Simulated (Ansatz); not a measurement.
Input and output of a relaxation of the atoms for Sr4As2O (I4mm, 7 atoms in the cell) (Ansatz, a program for electronic structure).

Method of the run: LDA (PW92), default PAW files made with PBE (plane waves; Ansatz).

The change in words: one atom moved by 0.15 angstrom; relax: default → atoms; relax.f_tol: default → 0.2 eV/Å. Reference geometry:
```xyz
7
Lattice="-2.4362 2.4362 8.1990 2.4362 -2.4362 8.1990 2.4362 2.4362 -8.1990" Properties=species:S:1:pos:R:3 pbc="T T T"
Sr     0.0000     0.0000    11.0409
Sr     0.0000     0.0000     5.3570
Sr     0.0000     2.4362     0.0000
Sr     2.4362     0.0000     0.0000
As     0.0000     0.0000    14.1706
As     0.0000     0.0000     2.2273
O      0.0000     0.0000     8.1990
```

Reference input (self-consistent single point, DFT, LDA (PW92), plane waves, default PAW files made with PBE): basis.ecutwfc = 420 eV; kpoints.mp_grid.grid = 5 5 5; hamiltonian.xc = lda; hamiltonian.pseudopotentials = {kind: paw} (the program's default PAW files); scf.occupations.method = fermi_dirac; scf.occupations.width = 0.02 eV. This run's input differs from it in these lines:

```diff
@@ -7,3 +7,3 @@
   atoms:
-    - { symbol: Sr, position: [0.67331000, 0.67331000, 0.00000000] }
+    - { symbol: Sr, position: [0.68245800, 0.68245800, 0.00000000] }
     - { symbol: Sr, position: [0.32669000, 0.32669000, 0.00000000] }
@@ -27,2 +27,4 @@
     width: 0.02
+relax:
+  f_tol: 0.2
 output:
```

The program printed (abridged):

```
   [... SCF lines of the steps left out ...]
relax step   1: F+E_penalty+E_count = -23889.04760814 eV  Δ(F+E_penalty+E_count) = +0.000e0 eV  max|allowed force component| = 6.969e-1 eV/Å  Δτ_max = 0.0000 Å  (6 SCF iters, dr2 threshold 1.00e-4 eV, accepted)
relax step   2: F+E_penalty+E_count = -23889.02424232 eV  Δ(F+E_penalty+E_count) = +2.337e-2 eV  max|allowed force component| = 5.812e-1 eV/Å  Δτ_max = 0.1949 Å  (8 SCF iters, rejected (line search))
relax step   3: F+E_penalty+E_count = -23889.10256008 eV  Δ(F+E_penalty+E_count) = -5.495e-2 eV  max|allowed force component| = 1.339e-1 eV/Å  Δτ_max = 0.0975 Å  (8 SCF iters, accepted)
the relaxation is at rest under the 8 symmetry operations that the run kept from its start: a minimum is not shown …
Free energy (F): -23889.102560 eV
Internal energy: -23889.102560 eV  (E = F + TS)
E sigma→0 (E₀):  -23889.102560 eV
Fermi energy:    7.955698 eV
--- Forces (eV/Å), atoms counted from 1 ---
  atom   1  Sr    -0.00000000     0.00000000    -0.13385770
  atom   2  Sr     0.00000000    -0.00000000     0.06139014
  atom   3  Sr     0.00000000     0.00000000     0.06354470
  atom   4  Sr     0.00000000     0.00000000     0.06354470
  atom   5  As     0.00000000    -0.00000000     0.05739513
  atom   6  As    -0.00000000     0.00000000    -0.04018017
   [... lines left out ...]
    - { symbol: Sr, position: [0.0007110784734250149, 0.500711078473425, 0.49999999999999994] }
    - { symbol: As, position: [0.8663321295758083, 0.8663321295758083, 1.4137821467413426e-18] }
    - { symbol: As, position: [0.1374096576578854, 0.1374096576578854, 1.032913022267273e-18] }
    - { symbol: O, position: [0.4940566273797961, 0.4940566273797961, -3.886276842928908e-18] }
```

The run converged.  The full log also holds: “iter 5 did not close the SCF: its close was put off for the readings that it lacked (scf_convergence_deferred on its scf_iter line)”.

Summary of the result:
- Free energy E − TS (on the zero of these files): -23889.1026 eV
- Top of the valence band (on the code's own zero): 7.37 eV
- Gap on the k-point mesh: 1.15 eV
- Pressure: -3.58 GPa
- Largest force (vector length): 0.134 eV/Å
- Relaxation steps: 3

The starting cell comes from a database of computed structures (which also holds hypothetical and non-ambient phases and stackings), without a prior relaxation at this level. Its lattice was rescaled by up to half a per cent. For this run, on top of that: one atom moved by 0.15 angstrom. The relaxation keeps the symmetry of its start, so its end need not be a minimum. Ansatz's pressure includes its estimate of the finite-basis (Pulay) stress.

Cost on one core of a shared machine: roughly 40 s.

Keys are those of Ansatz 0.2.
